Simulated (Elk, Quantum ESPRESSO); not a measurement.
# Equation of state of fluorite-structure PtAl2 (space group 225): energy against volume (Elk, LDA)

```
CELL_PARAMETERS angstrom
      0.00000     2.84007     2.84007
      2.84007     0.00000     2.84007
      2.84007     2.84007     0.00000
ATOMIC_POSITIONS crystal
  Al 0.25000 0.25000 0.25000
  Al 0.75000 0.75000 0.75000
  Pt 0.00000 0.00000 0.00000
```

Method of the run: LDA (PW92), all-electron FP-LAPW, Elk's shipped species files, APW+lo basis with extra local orbitals in Elk. Settings: rgkmax = 8.55; swidth = 0.00183747 Ha; ngridk = 17 17 17; gmaxvr = 14 1/bohr; nxlo = 2; lorbcnd = true; rmtscf = 0.87; lmaxi = 2; maxscl = 100; sphere radii = {Al: 1.914, Pt: 2.436} bohr. The cell above is the first row's. The rows scale it uniformly. In all rows fractional positions and the k mesh are held. E is the free energy at the stated smearing, counted from the lowest row.

```
V (Å^3/atom)  E (meV/atom)
------------  ------------
15.272               63.95
15.604               36.07
15.936               16.72
16.268                5.01
16.600                0.00
16.932                1.34
17.264                8.24
17.596               20.06
17.928                   ?
```

Taking the third-order Birch-Murnaghan form, a cubic in V^(-2/3) for E over the 8 complete rows: With u = V^(-2/3) - 0.155, the rows have u = 0.007456, 0.005144, 0.002912, 0.000756, -0.001328, -0.003343, -0.005294, -0.007183. Least squares gives E = 2.447 + 2765.80·u + 730896·u² + 584698·u³. Residuals (row less fit): 0.007, -0.024, 0.007, 0.054, -0.062, -0.007, 0.037, -0.014; standard error 0.048 (degrees of freedom: 4). Its minimum lies at u = -0.001896, so V0 = (0.153104)^(-3/2) = 16.69. There d²E/du² = 1455000 and d³E/du³ = 3508000, so B0 = (4/9) × 16.69^(-7/3) × 1455000 × 0.160218 = 146 GPa (the last factor turns the table's units into GPa), and B0' = 4 + (2/3) × 0.153104 × (3508000)/1455000 = 4.2.

Problem. Estimate the missing E (V = 17.928); what did the run itself give?

Solution. u = -0.009014, so E = 2.447 + 2765.80 × (-0.009014) + 730896 × (-0.009014)² + 584698 × (-0.009014)³ = 36.475 meV/atom. The calculation gives 36.38 meV/atom, 0.095 meV/atom below the prediction (0.1 % of the range of E in the table). The row lies outside the fitted rows, so this is an extrapolation. From the scatter of the fitted rows alone, a prediction at this place has a standard error of 0.115 meV/atom, so the miss is 0.8 times that.

Carrying the step between the two nearest rows on in a straight line would have given 31.88, off by 4.50; series whose last step already gives the withheld value aren't shown. The scan was laid around a cell of about the measured size, scaled by a guess for this functional. The runs keep the symmetry of the cell, so they don't test it for distortions. A plane-wave scan with the same functional (Quantum ESPRESSO, GBRV) gives V0 = 16.71 Å^3/atom and B0 = 146 GPa; a Birch-Murnaghan fit to all rows here lies -0.1 % from it in V0 and 0 % in B0; the two differ in basis, and may differ in potentials and mesh. Spin polarisation is off. Values depend on the basis (sphere radii, cutoffs, local orbitals), which need not be converged. Spin-orbit coupling is off. Sphere radii are the same in all rows. Cutoffs and mesh are single choices, not tested for convergence of this quantity. Series with a scatter that would blur these digits, or in which a gap closes, are not shown. Nor are scans whose minimum lies at an end fitted in this form.
